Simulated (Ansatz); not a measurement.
Base system: TiO2 in the anatase structure (space group I4_1/amd, No. 141; a = 3.770 Å, c = 9.552 Å).

Structures relaxed with Ansatz (a first-principles code) PBEsol, no spin-orbit coupling.

Base:

Simulated powder pattern, Cu Kα, λ = 1.54184 Å (kinematic, ideal powder, no thermal factors, no anomalous dispersion; the 14 strongest lines at most, above 2 %, up to 2θ = 90°):

```json
[
 {"2θ (°)": "25.40", "I/Imax (%)": "100", "hkl": "(101)"},
 {"2θ (°)": "36.96", "I/Imax (%)": "6.2", "hkl": "(103)"},
 {"2θ (°)": "37.67", "I/Imax (%)": "21", "hkl": "(004)"},
 {"2θ (°)": "38.68", "I/Imax (%)": "7.1", "hkl": "(112)"},
 {"2θ (°)": "48.28", "I/Imax (%)": "29", "hkl": "(200)"},
 {"2θ (°)": "53.80", "I/Imax (%)": "19", "hkl": "(105)"},
 {"2θ (°)": "55.34", "I/Imax (%)": "18", "hkl": "(211)"},
 {"2θ (°)": "62.32", "I/Imax (%)": "3.0", "hkl": "(213)"},
 {"2θ (°)": "62.81", "I/Imax (%)": "15", "hkl": "(204)"},
 {"2θ (°)": "68.67", "I/Imax (%)": "6.8", "hkl": "(116)"},
 {"2θ (°)": "70.68", "I/Imax (%)": "7.4", "hkl": "(220)"},
 {"2θ (°)": "75.16", "I/Imax (%)": "12", "hkl": "(215)"},
 {"2θ (°)": "76.45", "I/Imax (%)": "3.1", "hkl": "(301)"},
 {"2θ (°)": "82.97", "I/Imax (%)": "5.9", "hkl": "(224)"}
]
```

After one change:

Simulated powder pattern, Cu Kα, λ = 1.54184 Å (kinematic, ideal powder, no thermal factors, no anomalous dispersion; the 14 strongest lines at most, above 2 %, up to 2θ = 90°):

| 2θ (°) | I/Imax (%) |
|---|---|
| 26.20 | 100 |
| 38.14 | 7.1 |
| 38.88 | 23 |
| 39.93 | 6.9 |
| 49.88 | 29 |
| 55.60 | 19 |
| 57.20 | 18 |
| 64.47 | 3.3 |
| 64.98 | 15 |
| 71.11 | 5.9 |
| 73.21 | 7.3 |
| 77.91 | 11 |
| 79.27 | 3.0 |
| 86.14 | 6.3 |

### Question
Which of these changes matches the shifts?
A. isotropic strain −3.00 %
B. isotropic strain −1.80 %
C. isotropic strain −0.60 %
D. isotropic strain −1.20 %

### Answer
A, isotropic strain −3.00 %. Its volume per atom is 10.32 Å³ against 11.31 Å³, and its space group is I4_1/amd (No. 141).

Whether these cells are dynamically stable was not tested. All final runs are without spin polarisation.
